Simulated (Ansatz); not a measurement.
## Response to strain in hypothetical fluorite ZnBr2

Base system: ZnBr$_{2}$ in the fluorite structure (space group Fm-3m, No. 225; a = 6.691 Å; a hypothetical phase, not in the database extracts checked).

Strains are applied to the cell and any free atomic positions relax.

All numbers come from Ansatz (a first-principles code), r2SCAN, PAW, cutoff 500 eV, spin-orbit coupling left out.

Notes on the quantities. energy relative to the base: free energy F.

```tsv
isotropic strain (%)	energy relative to the base (meV/atom)
-1.16	4.7
0	0.0
0.41	0.6
3.13	?
5.01	70.2
```

Problem. Fit ΔE = Aε² + Bε³ (ε in %) to the rows shown and predict the withheld row.

Solution. Least squares on the printed values gives A = 3.36 and B = -0.11 meV/atom (largest residual 0.0 meV/atom); this predicts 29.5 meV/atom, and the run gives 29.3 meV/atom, 0.2 lower.

The mesh was chosen for an insulator and is coarse for the gapless case. Stability against distortions was not tested. All final runs are without spin polarisation.
